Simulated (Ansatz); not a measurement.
Response to strain in GaP

The reference is GaP in the zinc blende structure (space group F-43m, No. 216; a = 5.451 Å). Axes: x, y, z lie along the cube axes.

Strains are applied to the cell and any free atomic positions relax.

Computed with r2SCAN in Ansatz (plane waves to 500 eV, PAW, no SOC).

Notes on the quantities. energy relative to the base: free energy F.

| case | shortest interatomic distance | band gap | smallest direct gap | energy relative to the base |
|---|---|---|---|---|
| base | 2.360 Å | 1.85 eV | 2.36 eV | 0 meV/atom |
| tensor shear ε_xy = +0.57 % | 2.356 Å | 1.80 eV | 2.31 eV | +0.6 meV/atom |
| tensor shear ε_xy = +0.86 % | 2.354 Å | 1.75 eV | 2.28 eV | +1.4 meV/atom |
| tensor shear ε_xy = +1.14 % | 2.352 Å | 1.69 eV | 2.24 eV | +2.4 meV/atom |
| tensor shear ε_xy = +1.71 % | ? | ? | ? | ? |
| tensor shear ε_xy = +2.00 % | 2.346 Å | 1.49 eV | 2.12 eV | +7.4 meV/atom |
| tensor shear ε_xy = +0.29 % | 2.358 Å | 1.83 eV | 2.34 eV | +0.2 meV/atom |

Task: Complete the table.

Result: 
- tensor shear ε_xy = +1.71 %, shortest interatomic distance: 2.348 Å
- tensor shear ε_xy = +1.71 %, band gap: 1.56 eV
- tensor shear ε_xy = +1.71 %, smallest direct gap: 2.16 eV
- tensor shear ε_xy = +1.71 %, energy relative to the base: +5.4 meV/atom

No phonon test of stability was made.

Ansatz is a program for electronic structure.
